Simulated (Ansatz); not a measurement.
Base system: WS$_{2}$ in the 2H-MoS2 type structure (space group P6_3/mmc, No. 194; a = 3.115 Å, c = 11.773 Å; layered, stacked along the Cartesian z axis).

Levels (all Ansatz, a first-principles code, PAW): PBEsol-D3(BJ) (420 eV, no spin-orbit coupling); r2SCAN (500 eV, no spin-orbit coupling); HSE06 (420 eV, no spin-orbit coupling).

One geometry, relaxed with PBEsol-D3(BJ), under each level:

```tsv
level	band gap	lowest conduction level above the VBM at special points
PBEsol-D3(BJ)	0.65 eV	K 1.26 eV; H 1.26 eV; A 2.19 eV; Γ 2.20 eV
r2SCAN	0.81 eV	K 1.37 eV; H 1.37 eV; A 2.34 eV; Γ 2.31 eV
HSE06	[?]	[?]
```

### Question
Give the withheld HSE06 results.

### Answer

- HSE06, band gap: 1.19 eV
- HSE06, lowest conduction level above the VBM at special points: K 1.74 eV; H 1.74 eV; A 2.86 eV; Γ 2.82 eV

Single points use the geometry relaxed with PBEsol-D3(BJ). The hybrid gap comes from the SCF mesh plus the semilocal run's edge points and a few special points and is an upper bound. With W present, leaving out spin-orbit coupling can change the band edges. Stability against distortions was not tested.
